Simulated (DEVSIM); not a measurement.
Structure: Ti/AlN/SiO2/n-Si capacitor, at 300 K.

```
layer (left to right)  material  thickness (nm)  Nd (cm⁻³)
---------------------  --------  --------------  ---------
1                           AlN            4.70          -
2                          SiO2            1.30          -
3                            Si            8900     4.2e15
```

Metal gate on the left, work function 4.33 eV. Fixed charge at the semiconductor interface -1.4e10 cm⁻² (in units of +e); no interface traps.

Constants are typed, rounded textbook-type inputs, not results; the design itself was drawn at random and stands for no fabricated device. Values at 300 K.

| parameter | AlN | SiO2 | Si |
|---|---|---|---|
| gap (eV) | 6.1 | 9 | 1.124 |
| affinity (eV) | 1.9 | 0.9 | 4.05 |
| permittivity | 8.5 | 3.9 | 11.7 |
| Nc (cm⁻³) | - | - | 2.86e19 |
| Nv (cm⁻³) | - | - | 3.1e19 |

Model (solved in DEVSIM): 1D Poisson equation in equilibrium, Boltzmann statistics, complete ionisation; no quantum confinement or tunnelling. Metal contacts follow the ideal Schottky-Mott rule: no Fermi-level pinning, no interface dipoles.

**Question.** Give the band bending (positive: bands bend down) and minority sheet density.

**Answer.** 
```json
[
 {"Vg (V)": "-1.3", "ψs (V)": "-0.890", "minority carriers (cm⁻²)": "2.7e12"},
 {"Vg (V)": "-1", "ψs (V)": "-0.848", "minority carriers (cm⁻²)": "1.1e12"},
 {"Vg (V)": "-0.7", "ψs (V)": "-0.719", "minority carriers (cm⁻²)": "2.7e10"},
 {"Vg (V)": "-0.4", "ψs (V)": "-0.430", "minority carriers (cm⁻²)": "< 1e8"},
 {"Vg (V)": "-0.1", "ψs (V)": "-0.141", "minority carriers (cm⁻²)": "< 1e8"},
 {"Vg (V)": "0.2", "ψs (V)": "0.104", "minority carriers (cm⁻²)": "< 1e8"},
 {"Vg (V)": "0.5", "ψs (V)": "0.193", "minority carriers (cm⁻²)": "< 1e8"}
]
```
